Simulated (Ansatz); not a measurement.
The starting structures come from a database of crystals and need not be the phases stable at ambient conditions.

The decay constant κ of evanescent states in the gap governs leakage through a thin film.

```
CELL_PARAMETERS angstrom
      6.56016     0.00000     0.00000
     -3.28008     5.70526     0.00000
      0.00000     0.00000     6.88267
ATOMIC_POSITIONS crystal
  K  0.65530 0.31060 0.49993
  K  0.34470 0.68940 0.50007
  K  0.34470 0.68940 0.99993
  K  0.65530 0.31060 0.00007
  Zr 0.05170 0.10340 0.25000
  Zr 0.94830 0.89660 0.75000
  F  0.89929 0.79858 0.04760
  F  0.10071 0.20142 0.95240
  F  0.10071 0.20142 0.54760
  F  0.89929 0.79858 0.45240
  F  0.60926 0.60076 0.75000
  F  0.39074 0.39924 0.25000
  F  0.00850 0.39924 0.25000
  F  0.99150 0.60076 0.75000
  F  0.30271 0.01826 0.75000
  F  0.69729 0.98174 0.25000
  F  0.28445 0.98174 0.25000
  F  0.71555 0.01826 0.75000
```

Space group of this cell: Cmcm. The cell is taken as given.

Transport runs along the normal of the first two printed cell vectors.

The gap is the functional's own. No spin-orbit coupling. Mid-gap values are interpolated on the energy grid.

### Question
State the band gap and the smallest decay constant κ at mid-gap according to r2SCAN (Ansatz, a first-principles code).

### Answer
Gap 6.62 eV on a 6×6×6 mesh; κ = 0.573 1/Å, at the zone centre.
